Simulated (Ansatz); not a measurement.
Ansatz (an electronic-structure program) run on MgB₂ (P6mm, 3 atoms in the cell): self-consistent single point

Computed with PBEsol, default PAW files made with PBE (plane waves; Ansatz).

Input as run:

Ansatz 0.2 input:
```yaml
crystal:
  lattice:
    - [1.55272500, -2.68939900, 0.00000000]
    - [1.55272500, 2.68939900, 0.00000000]
    - [0.00000000, 0.00000000, 3.53760000]
  atoms:
    - { symbol: Mg, position_ang: [0.00000000, 0.00000000, 0.05000044] }
    - { symbol: B, position_ang: [1.55272500, 0.89646813, 1.76880000] }
    - { symbol: B, position_ang: [1.55272500, -0.89646813, 1.76880000] }
basis:
  ecutwfc: 420.0
kpoints:
  mp_grid: { grid: [12, 12, 9] }
hamiltonian:
  xc: pbesol
  pseudopotentials: { kind: paw }
scf:
  occupations: { method: fermi_dirac, width: 0.1 }
output:
  forces: true
  eigenvalues: true
  stress: true
```

Log, with long lists cut:

```
WARN the atoms were moved onto the symmetric positions of the space group found under crystal.symmetry.tolerance 1.0e-5 (fractional …
WARN ansatz: RAYON_NUM_THREADS=1 ignored (pool sized by the plan → 1); use --threads N
Pseudopotentials: kind: paw
Pseudopotential: Mg, paw, valence charge 10
Pseudopotential: B, paw, valence charge 3
Crystal: 3 atoms, lattice volume = 29.545 Å³
Basis set: ecut = 420 eV, 563 PW (Γ), exchange–correlation on 48×48×48 points (8 copies of the dense FFT grid, shifted against one another)
Bands: 12, of which v1, the nominal top of the filled ones, is band 8 counted from 1 (7 counted from 0)
Symmetry: 12 space group operations
Space group: P6mm (ITA 183), of the structure as read, at distance tolerance 3.1e-5 Å
k-points: 95 of 1296 (time reversal used)
PAW frozen core: Mg, regenerated for the run's functional, and the local potential with it
PAW frozen core: B, regenerated for the run's functional, and the local potential with it
Initial density: superposition of atomic densities (neutral atoms: chi_scale 0, normalization atom), corrected by the library's trained network
Initial wavefunctions: pseudopotential atomic-orbital guess
Eigensolver: davidson
Functional: x = pbesol(κ = 0.804, μ = 0.12345679012345678), c = pbesol(β = 0.046)
SCF iter   1: F=—  HF=-2217.776446 eV  |F-HF|=—  |Δ(HF+E_count)|=         —  Δρ=3.92e-3  dr2=6.40e-3  ethr=1.77e-3  ⟨swp⟩=5.0  Hψ=6030  notcnv=0
all-band conjugate gradients solve this SCF's bands
preconditioner: auto → none
SCF iter   2: F=—  HF=-2217.775516 eV  |F-HF|=—  |Δ(HF+E_count)|=   9.30e-4  Δρ=2.32e-3  dr2=2.43e-3  ethr=4.00e-5  ⟨swp⟩=1.7  Hψ=2044  notcnv=0
SCF iter   3: F=—  HF=-2217.774749 eV  |F-HF|=—  |Δ(HF+E_count)|=   7.67e-4  Δρ=3.79e-4  dr2=3.32e-5  ethr=1.52e-5  ⟨swp⟩=2.5  Hψ=1645  notcnv=0
SCF iter   4: F=—  HF=-2217.774736 eV  |F-HF|=—  |Δ(HF+E_count)|=   1.28e-5  Δρ=1.46e-4  dr2=3.33e-6  ethr=2.07e-7  ⟨swp⟩=2.0  Hψ=1879  notcnv=0
SCF iter   5: F=—  HF=-2217.774733 eV  |F-HF|=—  |Δ(HF+E_count)|=   2.76e-6  Δρ=3.61e-5  dr2=5.26e-7  ethr=2.08e-8  ⟨swp⟩=2.0  Hψ=1519  notcnv=0
SCF iter   6: F=-2217.774733 eV  HF=-2217.774733 eV  |F-HF|=1.90e-8  |Δ(HF+E_count)|=   2.09e-7  Δρ=9.53e-6  dr2=1.43e-8  ethr=6.25e-10  ⟨swp⟩=5.1  Hψ=4965  notcnv=0
SCF 1 converged in 6 iterations: F = -2217.774733 eV  dr2 = 1.43e-8
SCF converged after 6 iterations
Free energy (F): -2217.774733 eV
Harris-Foulkes:  -2217.774733 eV  (|F-HF|=1.90e-8)
Internal energy: -2217.753897 eV  (E = F + TS)
E sigma→0 (E₀):  -2217.764315 eV
Entropy (-TS):   -0.020836 eV (-6.945 meV/atom)
Fermi energy:    8.941658 eV
--- Per-component energies (eV) ---
  E_band       = -295.406948
  E_kinetic    = 172.436434
  E_local      = -1529.545590  (includes V_loc(G=0)·N_el)
  E_nonlocal   = 118.607788
  E_hartree    = 544.067771
  E_xc         = -93.131119
  E_vxc        = -114.079038  (∫ρ·V_xc dr)
  E_paw        = -431.498380  (= ΣΔE_a)
  E_vpaw       = -30.964607  (= ΣTr[D̂ρ^β])
  E_aug_tail   = -0.000011  (compensation charges beyond the density's cutoff)
  E_ewald      = -998.779075
  E_core_change = 0.088284  (= ΣΔE_core)
  E_smearing   = -0.020836  (= −TS)
  E_closure    = 0.000000  (closes the sum)
  Σ components = -2217.774733   (vs F -2217.774733, Δ=0.00e0)
--- Forces (eV/Å), atoms counted from 1 ---
  atom   1  Mg    -0.00000000     0.00000000    -0.30373357
  atom   2  B      0.00000000     0.00000000     0.15180314
  atom   3  B     -0.00000000    -0.00000000     0.15180314
  max |Σ_I F_I| component: 1.27e-4 eV/Å
--- Stress (GPa, compression-positive) ---
       -6.318519      -0.000000      -0.000000
       -0.000000      -6.318519       0.000000
        0.000000      -0.000000      -3.900040
  P = ⅓ Tr σ = -5.5124 GPa (-55.124 kbar)
  The stress holds the Pulay correction. Without it, at fixed plane waves, as pw.x and ABINIT print it: P = -5.6713 GPa
--- Band table (eV; the first three rows and the last of 95) ---
  k-point 0: bands = ["-65.8183", "-32.7577", "-32.7577", "-32.7466", "-3.3252", "6.1047", "9.3161", "9.3161", "10.5940", "15.1395", "15.1396", "16.8384"]
  k-point 1: bands = ["-65.8183", "-32.7577", "-32.7577", "-32.7474", "-3.2194", "5.3057", "9.3565", "9.3565", "11.6399", "15.1767", "15.1767", "16.8309"]
  k-point 2: bands = ["-65.8182", "-32.7575", "-32.7575", "-32.7496", "-2.9180", "3.8794", "9.4619", "9.4619", "13.8010", "15.2749", "15.2749", "16.8110"]
  k-point 94: bands = ["-65.8146", "-32.7831", "-32.7831", "-32.7467", "2.6210", "2.6210", "3.8211", "7.0812", "7.0812", "12.4818", "20.3479", "20.5265"]
```

The run converged in 6 iterations.

The starting cell has typed, rounded lattice constants, without a prior relaxation at this level. Its lattice was rescaled by up to half a per cent. One atom was moved a little off its site on purpose. With a pressure of about -6 GPa the cell is away from its equilibrium volume at this level. Ansatz's pressure includes its estimate of the finite-basis (Pulay) stress.
